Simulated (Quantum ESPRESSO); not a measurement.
Quantum ESPRESSO run on CdPt (P4mm, 2 atoms in the cell): self-consistent single point.

Level of theory: PBEsol, SSSP 1.1.2 efficiency (PBE) pseudopotentials (plane waves; Quantum ESPRESSO).

```xyz
2
Lattice="2.9765 0.0000 0.0000 0.0000 2.9765 0.0000 0.0000 0.0000 3.8345" Properties=species:S:1:pos:R:3 pbc="T T T"
Cd     0.0000     0.0000     0.0500
Pt     1.4883     1.4883     1.9173
```

Reference input (self-consistent single point, DFT, PBEsol, plane waves, SSSP 1.1.2 efficiency (PBE) pseudopotentials): ecutwfc = 45 Ry; ecutrho = 360 Ry; occupations = smearing; smearing = fd; degauss = 0.0073499 Ry; input_dft = pbesol; potentials = {Cd: Cd.pbe-dn-rrkjus_psl.0.3.1.UPF, Pt: pt_pbe_v1.4.uspp.F.UPF}; K_POINTS = automatic 7 7 6 0 0 0; conv_thr = 1e-11 Ry; mixing_beta = 0.4. This run's input differs from it in these lines:

```diff
@@ -18,3 +18,3 @@
   smearing = 'fd'
-  degauss = 0.0073499
+  degauss = 0.0036749
   input_dft = 'pbesol'
@@ -32,3 +32,3 @@
 K_POINTS automatic
-7 7 6  0 0 0
+21 21 17  0 0 0
```

The program printed (abridged):

```
     Self-consistent Calculation

     iteration #  1     ecut=    45.00 Ry     beta= 0.40

     negative rho (up, down):  1.764E-01 0.000E+00

     total energy              =    -331.92171746 Ry
     estimated scf accuracy    <       1.05422672 Ry

     iteration #  2     ecut=    45.00 Ry     beta= 0.40

     negative rho (up, down):  1.778E-01 0.000E+00

     total energy              =    -332.19217000 Ry
     estimated scf accuracy    <       0.23601349 Ry

     iteration #  3     ecut=    45.00 Ry     beta= 0.40

     negative rho (up, down):  1.769E-01 0.000E+00

     total energy              =    -332.23550089 Ry
     estimated scf accuracy    <       0.00440727 Ry

   [... 8 blocks of this kind left out ...]

     iteration # 12     ecut=    45.00 Ry     beta= 0.40

     negative rho (up, down):  1.760E-01 0.000E+00

     total energy              =    -332.23693268 Ry
     estimated scf accuracy    <          2.0E-11 Ry

     iteration # 13     ecut=    45.00 Ry     beta= 0.40

     negative rho (up, down):  1.760E-01 0.000E+00
     End of self-consistent calculation

     Number of k-points >= 100: set verbosity='high' to print the bands.

     the Fermi energy is    16.6640 ev

!    total energy              =    -332.23693268 Ry
     estimated scf accuracy    <          2.7E-13 Ry
     smearing contrib. (-TS)   =      -0.00032299 Ry
     internal energy E=F+TS    =    -332.23660969 Ry

     convergence has been achieved in  13 iterations

     negative rho (up, down):  1.760E-01 0.000E+00

     Forces acting on atoms (cartesian axes, Ry/au):

     atom    1 type  1   force =     0.00000000    0.00000000   -0.01462667
     atom    2 type  2   force =     0.00000000    0.00000000    0.01462667

     Total force =     0.020685     Total SCF correction =     0.000000

     negative rho (up, down):  1.760E-01 0.000E+00
          total   stress  (Ry/bohr**3)                   (kbar)     P=      -40.75
  -0.00028980   0.00000000   0.00000000          -42.63        0.00        0.00
   0.00000000  -0.00028980   0.00000000            0.00      -42.63        0.00
   0.00000000   0.00000000  -0.00025137            0.00        0.00      -36.98

   JOB DONE.
```

The run converged in 13 iterations. Against the reference run the free energy is nearly the same (within 1 meV/atom), the pressure goes from -3.90 to -4.07 GPa and the largest force hardly changes (0.371 to 0.376 eV/Å). The full log also holds: “c_bands:  1 eigenvalues not converged”.

The starting cell comes from a database of computed structures (which also holds hypothetical and non-ambient phases and stackings), without a prior relaxation at this level. Its lattice was rescaled by up to half a per cent. One atom was moved a little off its site on purpose. Spin-orbit coupling is off. Spin polarisation is off. With a pressure of about -4 GPa the cell is away from its equilibrium volume at this level.

Cost on one core of a shared machine: roughly 3 min.
